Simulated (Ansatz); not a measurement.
Consider SrO in the rock salt structure (space group Fm-3m, No. 225; a = 5.195 Å). Axes: x, y, z lie along the cube axes.

All numbers come from PBE, PAW, 420 eV (Ansatz, a program for electronic structure; spin-orbit coupling left out).

Perturbation: every lattice vector is shortened by 1.50 %; the atoms relax in the strained cell.

Predict the stress tensor and what it implies for the stiffness.

Stress of the strained cell less that of the base (GPa, compression positive):
```
   4.24    0.00    0.00
   0.00    4.24    0.00
   0.00    0.00    4.24
```

Then B = −ΔP/(ΔV/V₀) with ΔV/V₀ = -0.0443 gives secant stiffness values (nonlinear terms included at this strain): B ≈ 96 GPa.

As a check, the harmonic strain energy −½ V₀ Δσ:ε is 10 meV/atom; the computed energy rise is 9.9 meV/atom.

No phonon test of stability was made.
